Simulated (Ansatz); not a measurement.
**TiC: pressure series**

The reference is TiC in the rock salt structure (space group Fm-3m, No. 225; a = 4.328 Å).

Cell and atoms are relaxed at each pressure.

Level of theory: r2SCAN in Ansatz (plane waves to 500 eV, PAW, scalar-relativistic without spin-orbit coupling).

Two rows of this table had their results exchanged by mistake.

```
pressure           volume per atom (Å³)  shortest distance (Å)  band gap
-----------------  --------------------  ---------------------  --------
pressure −2 GPa                   10.21                  2.170      zero
pressure −1 GPa                   10.17                  2.167      zero
pressure 0.9 GPa                  10.10                  2.161      zero
pressure 2.1 GPa                  10.05                  2.158      zero
pressure 4.5 GPa                   9.41                  2.111      zero
pressure 9 GPa                     9.81                  2.141      zero
pressure 15 GPa                    9.62                  2.127      zero
pressure 22.5 GPa                  9.97                  2.152      zero
pressure 30 GPa                    9.22                  2.097      zero
```

**Question.** Which two?

**Answer.** The rows for pressure 4.5 GPa and pressure 22.5 GPa: the volume has to fall steadily with pressure, so 9.97 Å³ belongs to pressure 4.5 GPa and 9.41 Å³ to pressure 22.5 GPa.

Load acts through the strain it causes; cell and atoms are relaxed under it. Stability against distortions was not tested. No other phases were tried under pressure. The final runs are not spin-polarised.

Ansatz is a quantum-chemistry and plane-wave program.
